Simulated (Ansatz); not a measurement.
A constructed model of the (111) surface of fcc Al, p(2x2) layer of Se, one a cell, on the site that continues the host's stacking (bottom of the slab: a bare face, its two planes held)

These are PBE (plane waves to 420 eV, PAW; Ansatz, a first-principles code) values and carry that method's errors.

Slab: 25 atoms, 13.6 Å thick at the start with caps and adatoms (thin: gaps and levels are the slab's own); k 8x8x1, smearing 0.1 eV, dipole-corrected; 8 atoms held, the rest relaxed; symmetry of the start imposed; no spin, no spin-orbit, no U. It is one candidate, not shown to be the stable structure of the face.

```json
{
 "work_function_of_the_top_face": "4.39 eV",
 "energy_released_by_relaxation": "0.15 eV",
 "cost": "about 120 core-seconds (a rough figure)"
}
```
